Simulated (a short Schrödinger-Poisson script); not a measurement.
System: gated Al0.3Ga0.7N/GaN polarisation-induced gas, at 77 K.

```tsv
layer	material	thickness (nm)	Na (cm⁻³)
1	Al0.3Ga0.7N	15	-
2	GaN	6000	1e15
```

The device is made up for the run: typed textbook-type constants, with dimensions and the other settings drawn at random. Al0.3Ga0.7N: permittivity 9.32, conduction-band edge (eV) 0.414, gap (eV) 4.021, electron mass (mₑ) 0.236, Nv at 300 K (cm⁻³) 4.6e19. GaN: permittivity 9.5, conduction-band edge (eV) 0, gap (eV) 3.43, Nv at 300 K (cm⁻³) 4.6e19.

Channel valleys (confinement mass, in-plane density-of-states mass, number): Γ 0.2, 0.2, 1. At the gate the conduction-band edge of layer 1 lies 1.23 eV − eVg above the Fermi level of the channel; the field vanishes at the back. Sheet of polarisation charge: +1.5e13 e/cm² at 15 nm from the gate. The barrier under the gate holds no holes. Gaps are held at their typed values at every temperature. Mesh 0.08 nm at interfaces.

From a short Schrödinger-Poisson script (our own, NumPy): 1D Poisson equation in equilibrium, electrons quantum, Hartree plus LDA exchange-correlation (BenDaniel-Duke, 40 states a valley, the channel's in-plane mass for all, wave functions free to enter the barrier), parabolic valleys, classical holes, full ionisation, no traps, pinning or gate leakage.

The same stack at other levels of the model or other numerical settings:

| run | sheet density of all electrons at Vg = 0.5 V (cm⁻²) | sheet density of all electrons at Vg = -2 V (cm⁻²) | capacitance at Vg = 0.5 V (μF/cm²) | centroid of the channel electrons at Vg = 0.5 V (nm) | rough cost against the base |
|---|---|---|---|---|---|
| base | 1.26e13 | 4.51e12 | 0.526 | 1.57 | about 1 |
| electrons treated as classical, Boltzmann | 1.35e13 | 4.96e12 | ? | 0.24 | 0.008 |
| electrons treated as classical, Fermi-Dirac | 1.24e13 | 4.53e12 | ? | 1.50 | 0.05 |
| electrons treated as quantum, Hartree | 1.24e13 | 4.40e12 | 0.524 | 1.73 | 0.5 |
| mesh six times as coarse | 1.26e13 | 4.51e12 | 0.526 | 1.51 | 0.3 |
| one subband a valley | 1.25e13 | 4.51e12 | 0.523 | ? | 0.2 |

Q: What belongs in the gaps?

A: 
- one subband a valley, centroid of the channel electrons at Vg = 0.5 V (nm): 1.35
- electrons treated as classical, Fermi-Dirac, capacitance at Vg = 0.5 V (μF/cm²): 0.508
- electrons treated as classical, Boltzmann, capacitance at Vg = 0.5 V (μF/cm²): 0.546

The classical rows ignore confinement, and Boltzmann statistics overrate the density once the band edge passes the Fermi level.
